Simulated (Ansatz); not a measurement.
# Effect of biaxial strain +4.09 %, plane normal [001], relaxed out of plane on TaS2

Base system: TaS2 in the CdI2 type structure (space group P-3m1, No. 164; a = 3.278 Å, c = 5.588 Å; layered, stacked along the Cartesian z axis; relaxed with 0.1 eV smearing). Axes: x lies along a and z along c of the hexagonal cell.

Now apply this change: tensile biaxial strain of 4.09 % in the plane normal to [001], as in epitaxy on a mismatched substrate; the out-of-plane cell vector and the atoms relax.

Method: PBEsol-D3(BJ), PAW, 420 eV (Ansatz, a first-principles code; no SOC), earlier PAW set. Γ-centred 20×20×11 mesh, Fermi–Dirac width 0.1 eV.

The volume per atom grows by 1.11 Å³ (17.33 Å³ → 18.44 Å³) and the space group stays P-3m1 (No. 164). The shortest interatomic distance rises by 0.0437 bohr, from 4.621 bohr to 4.664 bohr and the pressure (mean of the normal stresses, compression positive) goes from zero to -5.3 GPa. The band gap remains zero and the out-of-plane strain is -1.81 %. The ratio −ε⊥/ε∥ is 0.44 and the mean in-plane stress (compression positive) comes out as -7.9 GPa.

Stability against distortions was not tested. The final runs are not spin-polarised. An odd electron count without spin: TaS2.
